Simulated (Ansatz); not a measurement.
The starting structures come from a database of crystals and need not be the phases stable at ambient conditions.

Inside the gap of an insulator the Bloch states are evanescent, with a wavenumber k + iκ along the transport direction.

```
CaSnS3
1.0
    7.34034     0.00000     0.00000
    1.11911     9.91434     0.00000
   -3.11062     4.95717     3.37883
Ca Sn S
2 2 6
Cartesian
  2.76742   6.34260   0.00000
  5.69203   3.57174   0.00000
  6.00010   8.37111   0.00000
  2.45935   1.54324   0.00000
  3.59666   9.02116   0.83660
  1.75218   5.85035   2.54223
  0.43935   2.35495   1.37735
  4.90949  12.51656   2.00148
  5.43926   6.08473   1.16489
 -0.09043   8.78678   2.21394
```

Space group of this cell: R-3. The cell is taken as given; by PBEsol its mean pressure is -2.7 GPa.

Transport runs along the normal of the first two printed cell vectors, the (110) plane of the conventional cell.

The gap is the functional's own, uncorrected, and κ follows it; spin-orbit coupling is left out. Mid-gap values are interpolated between the computed energies.

**Question.** Estimate the band gap and the smallest decay constant κ at mid-gap that PBEsol run with Ansatz (a first-principles code) returns for this system.

**Answer.** Gap 1.47 eV on a 10×10×10 mesh; κ = 0.147 1/Å, at the zone centre.
